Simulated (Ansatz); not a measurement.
The starting structures come from a database of crystals and need not be the phases stable at ambient conditions.

Tunnelling through a barrier is set by its complex band structure: the current falls as exp(−2κd) with the smallest κ.

Data:

```
CELL_PARAMETERS angstrom
      5.62317     0.00000     0.00000
      2.76342     7.94948     0.00000
      1.17896    -1.59291     5.28693
ATOMIC_POSITIONS crystal
  Na 0.30660 0.90390 0.48650
  Na 0.69340 0.09610 0.51350
  Na 0.12150 0.29270 0.49130
  Na 0.87850 0.70730 0.50870
  Na 0.30340 0.39720 0.00150
  Na 0.69660 0.60280 0.99850
  Na 0.50000 0.50000 0.50000
  Na 0.50000 0.00000 0.00000
  W  0.10230 0.79260 0.99690
  W  0.89770 0.20740 0.00310
  O  0.75840 0.84390 0.21400
  O  0.24160 0.15610 0.78600
  O  0.09260 0.59740 0.77860
  O  0.90740 0.40260 0.22140
  O  0.56280 0.24170 0.22150
  O  0.43720 0.75830 0.77850
  O  0.92220 0.96300 0.80630
  O  0.07780 0.03700 0.19370
  O  0.73940 0.31690 0.78850
  O  0.26060 0.68310 0.21150
```

Space group of this cell: P-1. The cell is taken as given; by r2SCAN its mean pressure is -0.6 GPa.

Transport runs along the normal of the first two printed cell vectors.

The gap is the functional's own, uncorrected, and κ follows it; spin-orbit coupling is left out. Mid-gap values are interpolated between the computed energies.

Task: Compute, with r2SCAN in Ansatz (a program for electronic structure), the band gap and the smallest decay constant κ at mid-gap.

Result: Gap 3.89 eV on a 6×4×6 mesh; κ = 0.404 1/Å, at the zone centre.
